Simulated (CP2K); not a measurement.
## Worked example: self-consistent single point of CaC2 (R-3m, 3 atoms in the cell) in CP2K

Level of theory: CP2K 2026.2 with PBEsol, GPW, DZVP-MOLOPT-SR-GTH basis, GTH-PBE potentials (GTH_POTENTIALS).

Input:

```
&GLOBAL
  PROJECT run
  RUN_TYPE ENERGY_FORCE
  PRINT_LEVEL LOW
&END GLOBAL
&FORCE_EVAL
  METHOD Quickstep
  STRESS_TENSOR ANALYTICAL
  &DFT
    BASIS_SET_FILE_NAME BASIS_MOLOPT
    POTENTIAL_FILE_NAME GTH_POTENTIALS
    &QS
      METHOD GPW
      EPS_DEFAULT 1E-10
    &END QS
    &MGRID
      CUTOFF 500
      REL_CUTOFF 60
      NGRIDS 5
    &END MGRID
    &SCF
      SCF_GUESS ATOMIC
      EPS_SCF 1E-6
      MAX_SCF 100
      ADDED_MOS 4
      &DIAGONALIZATION
        ALGORITHM STANDARD
      &END DIAGONALIZATION
      &MIXING
        METHOD BROYDEN_MIXING
        ALPHA 0.4
        NBUFFER 10
        BETA 1
      &END MIXING
    &END SCF
    &KPOINTS
      SCHEME MONKHORST-PACK 7 7 7
    &END KPOINTS
    &XC
      &XC_FUNCTIONAL
        &PBE
          PARAMETRIZATION PBESOL
        &END PBE
      &END XC_FUNCTIONAL
    &END XC
    &PRINT
      &MO
        EIGENVALUES T
        OCCUPATION_NUMBERS T
        NDIGITS 8
        FILENAME mo
        &EACH
          QS_SCF 0
        &END EACH
        ADD_LAST NUMERIC
      &END MO
      &MULLIKEN OFF
      &END MULLIKEN
    &END PRINT
  &END DFT
  &SUBSYS
    &CELL
      ABC 4.47184700 4.47184705 4.47184782
      ALPHA_BETA_GAMMA 50.63509779 50.63509707 50.63508898
      PERIODIC XYZ
    &END CELL
    &COORD
      Ca       0.00000000     0.00000000     0.00000000
      C        5.60899773     2.65346266     1.76174227
      C        4.53545127     2.14559734     1.42454973
    &END COORD
    &KIND Ca
      BASIS_SET DZVP-MOLOPT-SR-GTH
      POTENTIAL GTH-PBE-q10
    &END KIND
    &KIND C
      BASIS_SET DZVP-MOLOPT-SR-GTH
      POTENTIAL GTH-PBE-q4
    &END KIND
  &END SUBSYS
  &PRINT
    &FORCES ON
    &END FORCES
    &STRESS_TENSOR ON
    &END STRESS_TENSOR
  &END PRINT
&END FORCE_EVAL
```

Output (repeated stretches shortened):

```
 GLOBAL| Method name                                                        CP2K
 GLOBAL| Project name                                                        run
 GLOBAL| Run type                                                   ENERGY_FORCE

 TOTAL NUMBERS AND MAXIMUM NUMBERS

  Total number of            - Atomic kinds:                                   2
                             - Atoms:                                          3
                             - Shell sets:                                     3
                             - Shells:                                        16
                             - Primitive Cartesian functions:                 16
                             - Cartesian basis functions:                     43
                             - Spherical basis functions:                     40

  Maximum angular momentum of- Orbital basis functions:                        2
                             - Local part of the GTH pseudopotential:          2
                             - Non-local part of the GTH pseudopotential:      3

 SCF PARAMETERS         Density guess:                                    ATOMIC
                        max_scf:                                             100
                        max_diis:                                              4
                        eps_scf:                                        1.00E-06
                        eps_diis:                                       1.00E-01
                        eps_eigval:                                     1.00E-05
                        level_shift [a.u.]:                             0.000000
                        added MOs                                         4    0
                        Mixing method:                            BROYDEN_MIXING
                                                charge density mixing in g-space
                        No outer SCF

 Extrapolation method: initial_guess

 Number of electrons:                                                         18
 Number of occupied orbitals:                                                  9
 Number of molecular orbitals:                                                13

 Number of orbital functions:                                                 40
 Number of independent orbital functions:                                     40

 SCF WAVEFUNCTION OPTIMIZATION

  Step     Update method      Time    Convergence         Total energy    Change
     1 NoMix/Diag. 0.40E+00      -     1.91349363       -47.9056991695 -4.79E+01
     2 Broy./Diag. 0.40E+00      -     0.03240646       -47.3263695985  5.79E-01
     3 Broy./Diag. 0.40E+00      -     0.03012340       -47.7637776719 -4.37E-01
     4 Broy./Diag. 0.40E+00      -     0.00705378       -47.9621253732 -1.98E-01
     5 Broy./Diag. 0.40E+00      -     0.00204227       -47.9690855924 -6.96E-03
     6 Broy./Diag. 0.40E+00      -     0.00073657       -47.9774930655 -8.41E-03
     7 Broy./Diag. 0.40E+00      -     0.00016769       -47.9794332198 -1.94E-03
     8 Broy./Diag. 0.40E+00      -     0.00012454       -47.9809286476 -1.50E-03
     9 Broy./Diag. 0.40E+00      -     0.00003624       -47.9808133074  1.15E-04
    10 Broy./Diag. 0.40E+00      -     0.00000490       -47.9807302731  8.30E-05
    11 Broy./Diag. 0.40E+00      -     0.00000485       -47.9806892638  4.10E-05
    12 Broy./Diag. 0.40E+00      -     0.00000014       -47.9806833297  5.93E-06

  *** SCF run converged in    12 steps ***

  Electronic density on regular grids:        -17.9999999994        0.0000000006
  Core density on regular grids:               17.9999999988       -0.0000000012
  Total charge density on r-space grids:       -0.0000000005
  Total charge density g-space grids:          -0.0000000005

  Overlap energy of the core charge distribution:               0.00000750561828
  Self energy of the core charge distribution:                -99.00201374426841
  Core Hamiltonian energy:                                     25.06589898823549
  Hartree energy:                                              34.41922130434012
  Exchange-correlation energy:                                 -8.46379738357550

  Total energy:                                               -47.98068332965002

 ENERGY| Total FORCE_EVAL ( QS ) energy [hartree]            -47.980684280685132

 FORCES| Atomic forces [hartree/bohr]
 FORCES|   Atom     x               y               z               |f|
 FORCES|      1  2.51435401E-08 -1.60472706E-10  3.20615037E-09   2.53476382E-08
 FORCES|      2  3.66528537E-02  1.73394859E-02  1.15123885E-02   4.21500242E-02
 FORCES|      3 -3.66528788E-02 -1.73394857E-02 -1.15123917E-02   4.21500469E-02
 FORCES| Sum     5.19327636E-13  5.79951365E-12  2.62758912E-12
 FORCES| Total atomic force                                       6.38813622E-12

 STRESS| Analytical stress tensor [bar]
 STRESS|                        x                   y                   z
 STRESS|      x        6.14405660388E+04   3.08902301590E+04   2.05094138419E+04
 STRESS|      y        3.08902301590E+04   1.07566014101E+04   9.70253143080E+03
 STRESS|      z        2.05094138419E+04   9.70253143080E+03   2.58523106333E+03
 STRESS| 1/3 Trace                                             2.49274661707E+04
```

The run converged in 12 iterations.

The starting cell comes from a database of computed structures (which also holds hypothetical and non-ambient phases and stackings), without a prior relaxation at this level. Its lattice was rescaled by a random factor within 2.5 % of one. Values carry the incompleteness of an atom-centred basis. The potentials were made for another functional than the one used. Forces in this geometry exceed 1 eV/Å.

Cost on one core of a shared machine: roughly 40 s.
